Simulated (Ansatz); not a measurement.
Results of PBE (PAW; Ansatz, a quantum-chemistry and plane-wave program) for CsCl-type CuZn.

Settings: plane-wave cutoff 520 eV, 16×16×16 k mesh, Fermi–Dirac smearing 0.1 eV, perturbation theory, force constants from a 4×4×4 q mesh, no spin polarisation, scalar-relativistic PAW data made under PBE.

Computed at the level's own relaxed cell.

Harmonic phonon frequencies (cm⁻¹; i marks an imaginary mode):

| q point | frequencies |
|---|---|
| Γ | 0 0 0 193 193 193 |
| R | [?] |

Question: Fill in the missing entries.

Answer: 
- R, frequencies: 134 134 134 158 158 158

No imaginary mode appears at these points.
